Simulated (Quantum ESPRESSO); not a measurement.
Habitual settings against a tight run: KCu₄Sb₂ (R-3m, 7 atoms in the cell)

Self-consistent single point.

```
K(Cu2Sb)2
1.0
    2.14807     1.24019     9.21519
   -2.14807     1.24019     9.21519
    0.00000    -2.48038     9.21519
K Cu Sb
1 4 2
Cartesian
  0.00000   0.00000   0.00000
  0.00000   0.00000   3.98594
  0.00000   0.00000  23.65964
  0.00000   0.00000  12.54731
  0.00000   0.00000  15.09828
  0.00000   0.00000   6.67199
  0.00000   0.00000  20.97360
```

Computed with PBEsol, PSlibrary PAW (PBE) pseudopotentials (plane waves; Quantum ESPRESSO 7.5).

Base settings: ecutwfc = 50 Ry; ecutrho = 350 Ry; occupations = smearing; smearing = gauss; degauss = 0.0099958 Ry; input_dft = pbesol; K_POINTS = automatic 5 5 5 0 0 0; conv_thr = 1e-10 Ry.

Tight run (finer mesh or higher cutoff; not a proven limit): ecutwfc: 50 Ry → 70 Ry; ecutrho: 350 Ry → 490 Ry; conv_thr: 1e-10 Ry → 7.3e-11 Ry; K_POINTS: automatic 5 5 5 0 0 0 → automatic 7 7 7 0 0 0. It gave Fermi level (on the code's own zero) 7.87 eV; pressure -2.80 GPa; largest force (vector length) 0.242 eV/Å.

Quick runs, as changes from the base:
- A: the base itself
- B: ecutwfc: 50 Ry → 40 Ry; ecutrho: 350 Ry → 280 Ry; smearing: gauss → cold; degauss: 0.0099958 Ry → 0.019992 Ry; conv_thr: 1e-10 Ry → 7.3e-05 Ry; K_POINTS: automatic 5 5 5 0 0 0 → automatic 2 2 2 0 0 0
- C: ecutwfc: 50 Ry → 25 Ry; ecutrho: 350 Ry → 175 Ry; smearing: gauss → fd; degauss: 0.0099958 Ry → 0.019992 Ry; K_POINTS: automatic 5 5 5 0 0 0 → automatic 2 2 2 1 1 1
- D: ecutwfc: 50 Ry → 33 Ry; ecutrho: 350 Ry → 231 Ry; smearing: gauss → cold; degauss: 0.0099958 Ry → 0.036749 Ry; input_dft: pbesol → default; pseudopotentials: {K: K.pbe-spn-kjpaw_psl.1.0.0.UPF, Cu: Cu.pbe-dn-kjpaw_psl.1.0.0.UPF, Sb: Sb.pbe-n-kjpaw_psl.1.0.0.UPF} → {K: K.pz-spn-kjpaw_psl.1.0.0.UPF, Cu: Cu.pz-dn-kjpaw_psl.1.0.0.UPF, Sb: Sb.pz-n-kjpaw_psl.1.0.0.UPF}; K_POINTS: automatic 5 5 5 0 0 0 → automatic 3 3 3 1 1 1 [LDA (PZ)]
- E: ecutwfc: 50 Ry → 30 Ry; ecutrho: 350 Ry → 210 Ry; K_POINTS: automatic 5 5 5 0 0 0 → automatic 6 6 6 0 0 0

Energies are extrapolated to zero smearing width, which holds to low order in the width alone (under cold and Methfessel-Paxton smearing the free energy itself is taken).

Dashes: pressure of B, not trusted under this conv_thr with d or f elements; energy of D, another energy zero.

† marks runs with another functional, U, potentials or spin treatment: their distance from the tight run is not a convergence error alone.

The count of work is k-points × plane waves × bands × iterations; it is no time. Core times come from one kind of shared machine and are given to one figure; runs under 30 s give none.

The starting cell comes from a database of computed structures (which also holds hypothetical and non-ambient phases and stackings), without a prior relaxation at this level. Its lattice was rescaled by a random factor within 2.5 % of one. Spin polarisation is off. In the base run, with a pressure of about -3 GPa the cell is away from its equilibrium volume at this level.

| run | energy less tight (meV/atom) | pressure less tight (GPa) | largest miss in a force vector (eV/Å) | count of work / tight | core time / tight (rough) |
|---|---|---|---|---|---|
| A | 2.3 | -0.67 | 0.076 | 0.26 | 0.2 |
| B | 260.2 | – | 1.004 | 0.023 | 0.06 |
| C | 1208.2 | -45.51 | 0.655 | 0.011 | 0.04 |
| D† | – | -4.96 | 0.166 | 0.044 | 0.05 |
| E | 129.7 | -7.73 | 0.068 | 0.21 | 0.2 |

Among the runs at the tight run's level, the energy misses run from 2.3 to 1208.2 meV/atom.

Left out of this page: 1 run of the series outside the window shown, repeating another row's setting, or not comparable.
